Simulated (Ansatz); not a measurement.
Base system: Al in the fcc (Cu type) structure (space group Fm-3m, No. 225; relaxed with 0.1 eV smearing).

```yaml
crystal:
  lattice:
    - [0.00000, 1.99194, 1.99194]
    - [1.99194, 0.00000, 1.99194]
    - [1.99194, 1.99194, 0.00000]
  atoms:
    - { symbol: Al, position: [0.00000, 0.00000, 0.00000] }
```

Cartesian axes are those of the cell as printed.

Level of theory: LDA in Ansatz (plane waves to 420 eV, PAW, without spin-orbit coupling).

For the base:

- Pressure: 0.0 GPa
- Shortest interatomic distance: 2.817 Å

Modification: uniaxial strain ε_zz = +1.00 %, all other strain components held at zero; the atoms relax in the strained cell.

Q: How does this affect the energy relative to the base?

A: The energy goes up by 0.5 meV/atom.

Q: What happens to the pressure?

A: The pressure (mean of the normal stresses, compression positive) goes from zero to -0.8 GPa.

Q: How does this affect the shortest interatomic distance?

A: The shortest interatomic distance remains 2.817 Å.

Whether these cells are dynamically stable was not tested.

Ansatz is a first-principles code.
